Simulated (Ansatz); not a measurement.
## ZnS (P3m1, No. 156, 36 atoms in the cell; start mp-557175; a measured phase of this formula has another space group)

All values below come from LDA (plane waves, PAW; Ansatz, a program for electronic structure).

Run with plane-wave cutoff 520 eV, 12×12×1 k mesh (along the axes of the cell as run), Fermi–Dirac smearing 0.01 eV, scalar-relativistic PAW data made under PBE.

Cell (relaxed at this level):

Space group P3m1 (No. 156); a = b = 3.7434 Å, c = 55.0937 Å, α = β = 90.00°, γ = 120.00°

```json
[
 {"atom": "Zn", "site": "1a", "symmetry": "3m.", "x": "0.0000", "y": "0.0000", "z": "0.1667"},
 {"atom": "Zn", "site": "1b", "symmetry": "3m.", "x": "0.3333", "y": "0.6667", "z": "0.7222"},
 {"atom": "Zn", "site": "1c", "symmetry": "3m.", "x": "0.6667", "y": "0.3333", "z": "0.2777"},
 {"atom": "Zn", "site": "1a", "symmetry": "3m.", "x": "0.0000", "y": "0.0000", "z": "0.4445"},
 {"atom": "Zn", "site": "1b", "symmetry": "3m.", "x": "0.3333", "y": "0.6667", "z": "0.5555"},
 {"atom": "Zn", "site": "1a", "symmetry": "3m.", "x": "0.0000", "y": "0.0000", "z": "0.6667"},
 {"atom": "Zn", "site": "1b", "symmetry": "3m.", "x": "0.3333", "y": "0.6667", "z": "0.0556"},
 {"atom": "Zn", "site": "1c", "symmetry": "3m.", "x": "0.6667", "y": "0.3333", "z": "0.6112"},
 {"atom": "Zn", "site": "1c", "symmetry": "3m.", "x": "0.6667", "y": "0.3333", "z": "0.1112"},
 {"atom": "Zn", "site": "1b", "symmetry": "3m.", "x": "0.3333", "y": "0.6667", "z": "0.2222"},
 {"atom": "Zn", "site": "1c", "symmetry": "3m.", "x": "0.6667", "y": "0.3333", "z": "0.7778"},
 {"atom": "Zn", "site": "1c", "symmetry": "3m.", "x": "0.6667", "y": "0.3333", "z": "0.9445"},
 {"atom": "Zn", "site": "1b", "symmetry": "3m.", "x": "0.3333", "y": "0.6667", "z": "0.3888"},
 {"atom": "Zn", "site": "1a", "symmetry": "3m.", "x": "0.0000", "y": "0.0000", "z": "0.3332"},
 {"atom": "Zn", "site": "1b", "symmetry": "3m.", "x": "0.3333", "y": "0.6667", "z": "0.8334"},
 {"atom": "Zn", "site": "1a", "symmetry": "3m.", "x": "0.0000", "y": "0.0000", "z": "0.0001"},
 {"atom": "Zn", "site": "1c", "symmetry": "3m.", "x": "0.6667", "y": "0.3333", "z": "0.5000"},
 {"atom": "Zn", "site": "1a", "symmetry": "3m.", "x": "0.0000", "y": "0.0000", "z": "0.8889"},
 {"atom": "S", "site": "1c", "symmetry": "3m.", "x": "0.6667", "y": "0.3333", "z": "0.9862"},
 {"atom": "S", "site": "1b", "symmetry": "3m.", "x": "0.3333", "y": "0.6667", "z": "0.4305"},
 {"atom": "S", "site": "1a", "symmetry": "3m.", "x": "0.0000", "y": "0.0000", "z": "0.0418"},
 {"atom": "S", "site": "1c", "symmetry": "3m.", "x": "0.6667", "y": "0.3333", "z": "0.6528"},
 {"atom": "S", "site": "1c", "symmetry": "3m.", "x": "0.6667", "y": "0.3333", "z": "0.1528"},
 {"atom": "S", "site": "1b", "symmetry": "3m.", "x": "0.3333", "y": "0.6667", "z": "0.0973"},
 {"atom": "S", "site": "1b", "symmetry": "3m.", "x": "0.3333", "y": "0.6667", "z": "0.7638"},
 {"atom": "S", "site": "1a", "symmetry": "3m.", "x": "0.0000", "y": "0.0000", "z": "0.7083"},
 {"atom": "S", "site": "1c", "symmetry": "3m.", "x": "0.6667", "y": "0.3333", "z": "0.8195"},
 {"atom": "S", "site": "1a", "symmetry": "3m.", "x": "0.0000", "y": "0.0000", "z": "0.3749"},
 {"atom": "S", "site": "1c", "symmetry": "3m.", "x": "0.6667", "y": "0.3333", "z": "0.3193"},
 {"atom": "S", "site": "1a", "symmetry": "3m.", "x": "0.0000", "y": "0.0000", "z": "0.9305"},
 {"atom": "S", "site": "1a", "symmetry": "3m.", "x": "0.0000", "y": "0.0000", "z": "0.4861"},
 {"atom": "S", "site": "1b", "symmetry": "3m.", "x": "0.3333", "y": "0.6667", "z": "0.2638"},
 {"atom": "S", "site": "1c", "symmetry": "3m.", "x": "0.6667", "y": "0.3333", "z": "0.5416"},
 {"atom": "S", "site": "1a", "symmetry": "3m.", "x": "0.0000", "y": "0.0000", "z": "0.2083"},
 {"atom": "S", "site": "1b", "symmetry": "3m.", "x": "0.3333", "y": "0.6667", "z": "0.8750"},
 {"atom": "S", "site": "1b", "symmetry": "3m.", "x": "0.3333", "y": "0.6667", "z": "0.5973"}
]
```

| Item | Result |
|---|---|
| band gap | 2.14 eV (on the SCF k mesh) |

Note: the relaxation could not lower the start's symmetry, so the cell can be a saddle point above a distorted one.

A start named mp-… is a Materials Project structure, which need not be a measured phase.
